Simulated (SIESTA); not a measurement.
A self-consistent single point of CsCaH3 (P4mm, 5 atoms in the cell) with SIESTA.

Level of theory: LDA PW92, numerical atomic orbitals DZP, PseudoDojo LDA standard norm-conserving potentials (rewritten from UPF to PSML) (SIESTA 5.4.2).

```yaml
crystal:
  lattice:
    - [4.59808, 0.00000, 0.00000]
    - [0.00000, 4.59808, 0.00000]
    - [0.00000, 0.00000, 4.59808]
  atoms:
    - { symbol: Cs, position: [0.00000, 0.00000, 0.01087] }
    - { symbol: Ca, position: [0.50000, 0.50000, 0.50000] }
    - { symbol: H, position: [0.50000, 0.00000, 0.50000] }
    - { symbol: H, position: [0.00000, 0.50000, 0.50000] }
    - { symbol: H, position: [0.50000, 0.50000, 0.00000] }
```

Reference input (self-consistent single point, DFT, LDA PW92, numerical atomic orbitals DZP, PseudoDojo LDA standard norm-conserving potentials (rewritten from UPF to PSML)): XC.functional = LDA; XC.authors = PW92; potentials = PseudoDojo LDA standard; PAO.BasisSize = DZP; PAO.EnergyShift = 0.01 Ry; MeshCutoff = 300 Ry; kgrid.MonkhorstPack = 6 6 6; OccupationFunction = FD; ElectronicTemperature = 10 K; MaxSCFIterations = 150; SCF.Mixer.Method = Pulay; SCF.Mixer.Weight = 0.2. This run's input differs from it in these lines:

```diff
@@ -30,2 +30,3 @@
 PAO.EnergyShift              0.01 Ry
+PAO.SplitNorm                0.2
 MeshCutoff                   300 Ry
```

Output (repeated stretches shortened):

```
        iscf     Eharris(eV)        E_KS(eV)     FreeEng(eV)     dDmax    Ef(eV) dHmax(eV)
   scf:    1    -1729.815114    -1735.110143    -1735.110143  1.571907 -5.217366  4.200885
   scf:    2    -1736.558402    -1735.862193    -1735.862193  0.064155 -5.846889  2.825164
   scf:    3    -1736.887768    -1736.490408    -1736.490408  0.185562 -4.745210  0.317368
   scf:    4    -1736.491326    -1736.491013    -1736.491013  0.010778 -4.936086  0.055636
   scf:    5    -1736.491330    -1736.491212    -1736.491212  0.005639 -4.929631  0.005459
   scf:    6    -1736.491216    -1736.491214    -1736.491214  0.000948 -4.931864  0.000795
   scf:    7    -1736.491214    -1736.491214    -1736.491214  0.000061 -4.932727  0.001230
   scf:    8    -1736.491214    -1736.491214    -1736.491214  0.000064 -4.931863  0.000230
SCF Convergence by DM+H criterion
max |DM_out - DM_in|         :     0.0000644871
max |H_out - H_in|      (eV) :     0.0002302054
SCF cycle converged after 8 iterations

Using DM_out to compute the final energy and forces

siesta: E_KS(eV) =            -1736.4912

siesta: E_KS - E_eggbox =     -1736.4912

siesta: Atomic forces (eV/Ang):
     1    0.000000   -0.000000   -0.101029
     2   -0.000000   -0.000000    0.064634
     3   -0.000000   -0.000000    0.007684
     4   -0.000000   -0.000000    0.007684
     5   -0.000000   -0.000000    0.021440
   Tot    0.000000   -0.000000    0.000413
   Max    0.101029
   Res    0.031583    sqrt( Sum f_i^2 / 3N )
   Max    0.101029    constrained

Stress tensor Voigt[x,y,z,yz,xz,xy] (kbar):       -0.70       -0.70       -0.70        0.00        0.00        0.00
   [... lines left out ...]
siesta: FreeEng =     -1736.491214
   [... lines left out ...]
siesta:    -0.000436    0.000000    0.000000
siesta:     0.000000   -0.000436    0.000000
siesta:     0.000000    0.000000   -0.000437

siesta: Cell volume =         97.214423 Ang**3

siesta: Pressure (static):
siesta:                Solid            Molecule  Units
siesta:           0.00000475         -0.00000190  Ry/Bohr**3
siesta:           0.00043653         -0.00017485  eV/Ang**3
siesta:           0.69939080         -0.28013900  kBar
```

The run converged in 8 iterations. Against the reference run the free energy rises by 1.6 meV/atom, the pressure goes from 0.20 to 0.07 GPa, the largest force hardly changes (0.102 to 0.101 eV/Å) and the gap on the mesh goes from 4.100 to 4.024 eV.

The starting cell comes from a database of computed structures (which also holds hypothetical and non-ambient phases and stackings), without a prior relaxation at this level. Its lattice was rescaled by up to half a per cent. One atom was moved a little off its site on purpose. Values carry the incompleteness of an atom-centred basis. The basis of the alkali or alkaline-earth atoms may lack their empty d shell, which can raise the gap.
